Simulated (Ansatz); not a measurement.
**How the equilibrium lattice constant a of Y₂Si (model structure, started from the Ca2N type, R-3m, No. 166, 3 atoms in the cell) moves with the method**

No measured value is used here.

| level (code) | value (Å) |
|---|---|
| LDA (Ansatz) | 4.013 |
| PBE (Ansatz) | 4.100 |
| PBE-D3(BJ) (Ansatz) | [?] |
| r²SCAN (Ansatz) | 4.122 |
| r²SCAN+rVV10 (Ansatz) | 4.112 |

Fill in the missing entries.


- PBE-D3(BJ) (Ansatz, an electronic-structure program), value (Å): 4.055

The crystal itself was run without spin with LDA, PBE, PBE-D3(BJ), r²SCAN, r²SCAN+rVV10; a magnetic state was not tried in these runs. Cutoffs differ between the levels. Ansatz's density-functional and Hartree–Fock values are scalar-relativistic unless marked +SOC, with PAW data made under PBE.

A model structure was made by putting elements into a prototype or built by hand; it is no filed structure, need not be a known phase, and can be a saddle point held by its symmetry.
